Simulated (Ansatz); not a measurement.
Amorphous cells of B, N, Si: the gap between the highest filled and lowest empty level at the zone centre, by PBE and by a single point of HSE06 on the same geometry (PBE, scalar-relativistic without spin-orbit coupling (plane waves to 420 eV, PAW; Ansatz, a program for electronic structure); exact exchange cut at the cells' faces). The networks come from melt-quench runs on the CHGNet potential at compositions and starting densities chosen by hand, with anions pushed apart in the CHGNet dynamics, and DFT then relaxed them. The cells are small and were quenched far faster than real films, so single cells scatter. Defect or tail levels can set these gaps. The rows are the first to finish with both values and no moments.

```json
[
 {"cell": "A (Si20B10N30, 2.57 g/cm3)", "PBE gap x (eV)": "1.33", "HSE06 gap y (eV)": "2.27"},
 {"cell": "B (Si12B24N40, 2.10 g/cm3)", "PBE gap x (eV)": "2.14", "HSE06 gap y (eV)": "3.35"},
 {"cell": "C (Si27N40B4, 2.89 g/cm3)", "PBE gap x (eV)": "2.27", "HSE06 gap y (eV)": "3.59"},
 {"cell": "D (B32N36Si3, 2.05 g/cm3)", "PBE gap x (eV)": "2.58", "HSE06 gap y (eV)": "3.90"},
 {"cell": "E (Si12B24N40, 2.10 g/cm3)", "PBE gap x (eV)": "2.61", "HSE06 gap y (eV)": "withheld"},
 {"cell": "F (Si15B15N35, 2.20 g/cm3)", "PBE gap x (eV)": "2.69", "HSE06 gap y (eV)": "3.98"}
]
```

Q: Fit a straight line through the 5 full rows and predict the withheld value for E (Si12B24N40, 2.10 g/cm3).

A: Means: x = 2.202, y = 3.418. Slope = Σ(Δx Δy) / Σ(Δx²) = 1.473 / 1.15 = 1.28; the r.m.s. residual is 0.050. Prediction: 3.418 + 1.28 × (2.61 − 2.202) = 3.94. The run gave 3.92, 0.02 below the line.
